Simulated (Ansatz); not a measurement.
## SiC under a change: uniaxial stress, 1 GPa tension along z

Start from SiC in the zinc blende structure (space group F-43m, No. 216; a = 4.3563 Å). Axes: x, y, z lie along the cube axes.

The change: uniaxial stress, 1 GPa tension along z; all other stress components relax to zero.

All numbers come from r2SCAN (Ansatz, a first-principles code; PAW; 500 eV plane waves; scalar-relativistic without spin-orbit coupling). Γ-centred 13×13×13 mesh, Fermi–Dirac width 0.05 eV.

The space group goes from F-43m (No. 216) to I-4m2 (No. 119) and the shortest interatomic distance hardly moves (1.886 Å against 1.887 Å). The energy is nearly the same and the band gap falls by 0.02 eV to 1.69 eV. The gap character comes out as indirect, Γ → X and the electron mass stays 0.64 mₑ along k, 0.23 mₑ across (at X). The valence-band top at Γ (three highest levels, from the VBM) changes from 0.00, 0.00, 0.00 eV to 0.00, 0.00, -0.03 eV and the valley order (the lowest conduction-band minima on the path, energy above the VBM, named in the base's zone) becomes X along [010] 1.69 eV; X along [001] 1.73 eV (base: X along ⟨100⟩ 1.71 eV). The strain response (xx, yy, zz) comes out as (−0.07, −0.07, +0.29) %.

Masses are band curvatures over ±0.01 Å⁻¹ around the edge. Along k means along the line from Γ to the band edge. Beyond what the load breaks, stability against distortions was not tested. Labels are those of the standard path for the cell's own space group.
